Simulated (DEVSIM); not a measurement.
System: abrupt Ge p-n junction, at 300 K.

```csv
layer (left to right),material,thickness (μm),Nd (cm⁻³),Na (cm⁻³),τn (s),τp (s)
1,Ge,79.0,-,1.4e18,9.5e-6,9.5e-6
2,Ge,200,4.1e14,-,9.5e-6,9.5e-6
```

Left contact: ohmic. Right contact: ohmic. Voltage is applied to the left contact. Recombination: SRH at mid-gap, Auger. Mobility is μmin + (μ − μmin)/(1 + (N/Nref)^α).

The device is made up for the run: typed textbook-type constants, with dimensions and the other settings drawn at random. Values at 300 K.

```tsv
parameter	Ge
gap (eV)	0.664
affinity (eV)	4
permittivity	16
Nc (cm⁻³)	1.04e19
Nv (cm⁻³)	6e18
μn (cm²/Vs)	3900
μp (cm²/Vs)	1900
μn,min	150
μp,min	100
Nref,n	2.6e17
Nref,p	4e17
αn	0.56
αp	0.6
Cn (cm⁶/s)	1e-31
Cp (cm⁶/s)	1e-31
```

Model (solved in DEVSIM): 1D drift-diffusion, Boltzmann statistics, complete ionisation; no tunnelling, impact ionisation, image-force lowering or self-heating.

The doping Nd of layer 2 was swept, all else fixed.

| doping Nd of layer 2 (cm^-3) | dark forward voltage at 100 A/cm² (V) | largest field in the device at zero bias (V/cm) | dark forward voltage at 1 A/cm² (V) | potential step across the device at zero bias (V) |
|---|---|---|---|---|
| 1.2e13 | 0.500 | 55000 | 0.218 | 0.295 |
| 4.1e13 | 0.487 | 55000 | 0.219 | 0.310 |
| 1.2e14 | 0.478 | 55000 | 0.222 | 0.333 |
| 4.1e14 | 0.471 | 55000 | 0.230 | 0.364 |
| 1.2e15 | 0.468 | 56000 | ? | 0.392 |
| 4.1e15 | 0.467 | 57000 | 0.265 | 0.424 |
| 1.2e16 | 0.470 | 61000 | 0.288 | 0.451 |

Q: What belongs in the gaps?

A: 
- 1.2e15, dark forward voltage at 1 A/cm² (V): 0.243
